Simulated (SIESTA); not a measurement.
Input and output of a self-consistent single point for Zr (Im-3m, 1 atom in the cell) (SIESTA).

Method of the run: LDA PW92, numerical atomic orbitals DZP, PseudoDojo LDA standard norm-conserving potentials (rewritten from UPF to PSML) (SIESTA).

```xyz
1
Lattice="-1.7998 1.7998 1.7998 1.7998 -1.7998 1.7998 1.7998 1.7998 -1.7998" Properties=species:S:1:pos:R:3 pbc="T T T"
Zr     0.0000     0.0000     0.0000
```

Reference input (self-consistent single point, DFT, LDA PW92, numerical atomic orbitals DZP, PseudoDojo LDA standard norm-conserving potentials (rewritten from UPF to PSML)): XC.functional = LDA; XC.authors = PW92; potentials = PseudoDojo LDA standard; PAO.BasisSize = DZP; PAO.EnergyShift = 0.01 Ry; MeshCutoff = 400 Ry; kgrid.MonkhorstPack = 9 9 9; OccupationFunction = FD; ElectronicTemperature = 0.1 eV; MaxSCFIterations = 150; SCF.Mixer.Method = Pulay; SCF.Mixer.Weight = 0.1. This run's input differs from it in these lines:

```diff
@@ -26,8 +26,9 @@
 %block kgrid.MonkhorstPack
-    9   0   0  0.0
-    0   9   0  0.0
-    0   0   9  0.0
+   15   0   0  0.0
+    0  15   0  0.0
+    0   0  15  0.0
 %endblock kgrid.MonkhorstPack
-OccupationFunction           FD
-ElectronicTemperature        0.1 eV
+OccupationFunction           MP
+OccupationMPOrder            0
+ElectronicTemperature        0.2 eV
```

Output (repeated stretches shortened):

```
        iscf     Eharris(eV)        E_KS(eV)     FreeEng(eV)     dDmax    Ef(eV) dHmax(eV)
   scf:    1    -1372.940396    -1378.129787    -1378.166821  1.677846 -5.023735  3.176657
   scf:    2    -1378.289865    -1378.211201    -1378.248434  0.029154 -5.094320  2.664946
   scf:    3    -1378.520685    -1378.404555    -1378.442924  0.143287 -5.478300  0.018064
   scf:    4    -1378.404632    -1378.404601    -1378.442955  0.001577 -5.472993  0.019781
   scf:    5    -1378.404662    -1378.404633    -1378.442981  0.002759 -5.475044  0.003473
mix: Pulay -- inversion failed, > SVD [rank/size] 3 / 4
   [... lines left out ...]
mix: Pulay -- inversion failed, > SVD [rank/size] 3 / 6
   scf:    8    -1378.404632    -1378.404632    -1378.442981  0.000011 -5.475309  0.002497
mix: Pulay -- inversion failed, > SVD [rank/size] 3 / 7
   scf:    9    -1378.404632    -1378.404632    -1378.442981  0.000011 -5.475384  0.002224
mix: Pulay -- inversion failed, > SVD [rank/size] 2 / 7
   scf:   10    -1378.404631    -1378.404632    -1378.442981  0.000122 -5.475766  0.000252
mix: Pulay -- inversion failed, > SVD [rank/size] 3 / 7
   scf:   11    -1378.404632    -1378.404632    -1378.442981  0.000057 -5.475995  0.000001
SCF Convergence by DM+H criterion
max |DM_out - DM_in|         :     0.0000568124
max |H_out - H_in|      (eV) :     0.0000013363
SCF cycle converged after 11 iterations

Using DM_out to compute the final energy and forces

siesta: E_KS(eV) =            -1378.4046

siesta: E_KS - E_eggbox =     -1378.4046

siesta: Atomic forces (eV/Ang):
     1   -0.000000   -0.000000   -0.000000
   Tot   -0.000000   -0.000000   -0.000000
   Max    0.000000
   Res    0.000000    sqrt( Sum f_i^2 / 3N )
   Max    0.000000    constrained

Stress tensor Voigt[x,y,z,yz,xz,xy] (kbar):      100.72      100.72      100.72        0.00        0.00        0.00
(Free)E + p*V (eV/cell)    -1379.9090
Target enthalpy (eV/cell)    -1378.4430

siesta: Program's energy decomposition (eV):
siesta: FreeEng =     -1378.442981

siesta: Stress tensor (static) (eV/Ang**3):
siesta:     0.062865    0.000000    0.000000
siesta:     0.000000    0.062865    0.000000
siesta:     0.000000    0.000000    0.062865

siesta: Cell volume =         23.320186 Ang**3

siesta: Pressure (static):
siesta:                Solid            Molecule  Units
siesta:          -0.00068469         -0.00068469  Ry/Bohr**3
siesta:          -0.06286523         -0.06286523  eV/Ang**3
siesta:        -100.72120708       -100.72120708  kBar
```

The run converged in 11 iterations. Against the reference run the free energy rises by 15.3 meV/atom and the pressure hardly changes (-10.15 to -10.07 GPa).

The starting cell comes from a database of computed structures (which also holds hypothetical and non-ambient phases and stackings), without a prior relaxation at this level. Its lattice was rescaled by up to half a per cent. Values carry the incompleteness of an atom-centred basis. With a pressure of about -10 GPa the cell is away from its equilibrium volume at this level.

Cost on one core of a shared machine: roughly 40 s.
